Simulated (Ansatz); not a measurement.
GePt (model structure, started from the CoSn type, P6/mmm, No. 191, 6 atoms in the cell): lattice constant a by level of theory

No measured value is used here.

| level (code) | value (Å) |
|---|---|
| LDA (Ansatz) | 5.572 |
| PBE (Ansatz) | (withheld) |
| PBEsol (Ansatz) | 5.604 |
| PBE-D3(BJ) (Ansatz) | (withheld) |
| r²SCAN (Ansatz) | 5.708 |
| r²SCAN+rVV10 (Ansatz) | 5.675 |

**Question.** Some entries are withheld; supply them.

**Answer.** 
- PBE (Ansatz, a first-principles code), value (Å): 5.714
- PBE-D3(BJ) (Ansatz), value (Å): 5.649

The crystal itself was run without spin with LDA, PBE, PBEsol, PBE-D3(BJ), r²SCAN, r²SCAN+rVV10; a magnetic state was not tried in these runs. Density-functional levels without +SOC have no spin–orbit coupling. PBE-D3(BJ): a distance lies near a switch of the dispersion term, which can move the cell. Cutoffs differ between the levels. Ansatz's density-functional and Hartree–Fock values are scalar-relativistic unless marked +SOC, with PAW data made under PBE.

A model structure was made by putting elements into a prototype or built by hand; it is no filed structure, need not be a known phase, and can be a saddle point held by its symmetry.
